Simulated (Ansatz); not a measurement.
Base system: TiAl₃ (space group I4/mmm, No. 139; a = 3.8162 Å, c = 8.5513 Å). Axes: x, y, z lie along a, b, c of the conventional cell.

Level of theory: PBEsol in Ansatz (plane waves to 420 eV, PAW, spin-orbit coupling left out).

Strains are applied to the cell and any free atomic positions relax; under biaxial strain the out-of-plane vector relaxes too.

One change was made to it. Results:

The energy increases by 29 meV/atom; the pressure (mean of the normal stresses, compression positive) goes from zero to -5.3 GPa; the volume per atom rises by 0.856 Å³ (15.57 Å³ → 16.42 Å³).

Problem. Which change produced these results?
A) biaxial strain +3.50 %, plane normal [001], relaxed out of plane
B) isotropic strain +0.99 %
C) isotropic strain −1.83 %
D) biaxial strain +4.61 %, plane normal [001], relaxed out of plane

Solution. A, biaxial strain +3.50 %, plane normal [001], relaxed out of plane. For comparison, the energy relative to the base in the other runs: isotropic strain −1.83 % gives +17 meV/atom; biaxial strain +4.61 %, plane normal [001], relaxed out of plane gives +49 meV/atom; isotropic strain +0.99 % gives +4.6 meV/atom.

Without a gap, meshes like the base's 17×17×17 leave anisotropic stresses uncertain by several tenths of a GPa, and small strain energies with them. Stability against distortions was not tested. All final runs are without spin polarisation.

Ansatz is a first-principles code.
